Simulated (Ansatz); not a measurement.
Start from HfO$_{2}$ (space group P2_1/c, No. 14).

```
CELL_PARAMETERS angstrom
      5.11406     0.00000     0.00000
      0.00000     5.18158     0.00000
     -0.87114     0.00000     5.22313
ATOMIC_POSITIONS crystal
  Hf 0.27621 0.04185 0.20822
  Hf 0.72379 0.54185 0.29178
  Hf 0.72379 0.95815 0.79178
  Hf 0.27621 0.45815 0.70822
  O  0.07006 0.33377 0.34402
  O  0.92994 0.83377 0.15598
  O  0.92994 0.66623 0.65598
  O  0.07006 0.16623 0.84402
  O  0.44796 0.75767 0.47851
  O  0.55204 0.25767 0.02149
  O  0.55204 0.24233 0.52149
  O  0.44796 0.74233 0.97851
```

Cartesian axes are those of the cell as printed.

Structures relaxed with Kohn–Sham DFT with the r2SCAN functional, run in Ansatz (a quantum-chemistry and plane-wave program) with PAW and 500 eV plane waves, without spin-orbit coupling.

Base:

Simulated powder pattern, Cu Kα1, λ = 1.54056 Å (kinematic, ideal powder, no thermal factors, no anomalous dispersion; the 8 strongest lines at most, above 2 %, up to 2θ = 90°):

| 2θ (°) | I/Imax (%) | hkl |
|---|---|---|
| 28.30 | 100 | (1 1 -1) |
| 31.70 | 79 | (111) |
| 34.31 | 25 | (002) |
| 34.59 | 20 | (020) |
| 35.56 | 23 | (200) |
| 40.94 | 15 | (2 1 -1) |
| 49.52 | 19 | (022) |
| 50.46 | 22 | (220) |

One thing is altered: uniaxial stress, 5 GPa tension along z; all other stress components relax to zero.

**Question.** Where do the lines fall after the change?

**Answer.** 
Simulated powder pattern, Cu Kα1, λ = 1.54056 Å (kinematic, ideal powder, no thermal factors, no anomalous dispersion; the 8 strongest lines at most, above 2 %, up to 2θ = 90°):

```csv
2θ (°),I/Imax (%),hkl
28.28,100,(1 1 -1)
31.50,80,(111)
33.54,26,(002)
34.89,19,(020)
35.63,23,(200)
41.04,13,(2 1 -1)
49.17,19,(022)
50.72,22,(220)
```

The indices refer to the base's conventional cell; one index is shown for lines that coincide.

Load acts through the strain it causes; cell and atoms are relaxed under it. Stability under load was not tested beyond the relaxation.
